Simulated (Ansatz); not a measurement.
Te (model structure, started from the diamond type, Fd-3m, No. 227, 2 atoms in the cell), treated with r²SCAN (plane waves, PAW; Ansatz, a first-principles code).

Settings: plane-wave cutoff 560 eV, 16×16×16 k mesh, Fermi–Dirac smearing 0.05 eV, scalar-relativistic PAW data made under PBE.

Cell (relaxed at this level):

Space group Fd-3m, origin choice 1 (No. 227); a = 7.1463 Å, b = 7.1463 Å, c = 7.1463 Å, α = 90.00°, β = 90.00°, γ = 90.00°

```json
[
 {"atom": "Te", "site": "8b", "symmetry": "-43m", "x": "0.5000", "y": "0.5000", "z": "0.5000"}
]
```
(The calculation used a cell of 2 atoms; values per cell refer to that cell.)

**Question.** What does this level give for the bulk modulus B0?

**Answer.** 
- bulk modulus B0 = 28.5 GPa

The run finds no gap.

Note: the bulk modulus is −V dP/dV from two relaxed cells at ±2 % in volume; the relaxation could raise the start's symmetry but not lower it, so the cell can be a saddle point.

Spin–orbit coupling is not included; it can open a gap where bands touch, and shift volumes and moduli.

Computed values are for the static lattice.

A model structure was made by putting elements into a prototype or built by hand; it is no filed structure, need not be a known phase, and can be a saddle point held by its symmetry.
